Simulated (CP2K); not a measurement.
Band structure of SrAsPt (P6_3/mmc, 6 atoms in the cell).

```
SrAsPt
1.0
    4.28518     0.00000     0.00000
   -2.14259     3.71108     0.00000
    0.00000     0.00000     9.12241
Sr As Pt
2 2 2
Direct
  0.00000   0.00000   0.50000
  0.00000   0.00000   0.00000
  0.33333   0.66667   0.75000
  0.66667   0.33333   0.25000
  0.33333   0.66667   0.25000
  0.66667   0.33333   0.75000
```

Computed with LDA (Pade form), GPW, DZVP-MOLOPT-SR-GTH basis, GTH-PADE potentials (GTH_POTENTIALS) in CP2K 2026.2.

Settings: CUTOFF = 500 Ry; REL_CUTOFF = 40 Ry; SMEAR/METHOD = FERMI_DIRAC; ELECTRONIC_TEMPERATURE = 1160.45 K; KPOINTS/SCHEME = MONKHORST-PACK 7 7 3; XC_FUNCTIONAL = PADE; Sr/BASIS_SET = DZVP-MOLOPT-SR-GTH; Sr/POTENTIAL = GTH-PADE-q10; As/BASIS_SET = DZVP-MOLOPT-SR-GTH; As/POTENTIAL = GTH-PADE-q5; Pt/BASIS_SET = DZVP-MOLOPT-SR-GTH; Pt/POTENTIAL = GTH-PADE-q18; METHOD = GPW; EPS_DEFAULT = 1e-10.

The starting cell comes from a database of computed structures (which also holds hypothetical and non-ambient phases and stackings), without a prior relaxation at this level. Its lattice was rescaled by a random factor within 2.5 % of one. Spin-orbit coupling is off. Spin polarisation is off. Values carry the incompleteness of an atom-centred basis.

Levels in eV from the Fermi level, bands 31 to 36:
```
point     31     32     33     34    35    36
-----  -----  -----  -----  -----  ----  ----
Γ       0.95   1.35   1.35   1.76  2.37  2.37
M      -1.31  -0.72  -0.36  -0.24  0.67  2.11
K      -2.02  -2.02  -0.09  -0.09  1.80  1.80
A       1.44   1.44   1.80   1.80  1.80  1.80
L      -1.02  -1.02  -0.24  -0.24  1.24  1.24
H      -2.03  -2.03   0.19   0.19  1.28  1.28
```

Bands cross the Fermi level along this path, so the cell is metallic at this level.

Higher empty bands are left out: an atom-centred basis made for the valence describes them poorly.
